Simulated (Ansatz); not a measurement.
A single helical Se chain, relaxed period 4.917 Å, atoms relaxed at each strain.

```tsv
strain	energy (meV a period)	axial force (nN)
-0.015	+4.8	-0.21
+0.015	+4.6	+0.20
```

Calculation: PBE+D3(BJ) (plane waves to 420 eV, PAW; Ansatz, a quantum-chemistry and plane-wave program). Mesh 1×1×62. No spin polarisation, so a magnetic state wasn't tested. One-dimensional cell, images about 11 Å apart. An idealised model. It keeps the symmetry and period of its start, so it need not be a minimum against all distortions. Pairing along the axis, which can open a gap, is among the distortions not tried. Values not marked SOC lack spin–orbit coupling. Buckling under compression is shut out by symmetry and the short period. Energies are free energies at a Fermi–Dirac width of 0.02 eV, from the unstrained cell.

Question: Work out the axial stiffness dF/dε in two ways.

Answer: From the forces: (+0.20 − (-0.21))/0.030 = 13.7 nN. From the energies: (E₊ + E₋)/(ε² c) = 0.0094 eV/(0.015² × 4.917 Å) = 8.50 eV/Å = 13.6 nN. The two agree to within 1 %.
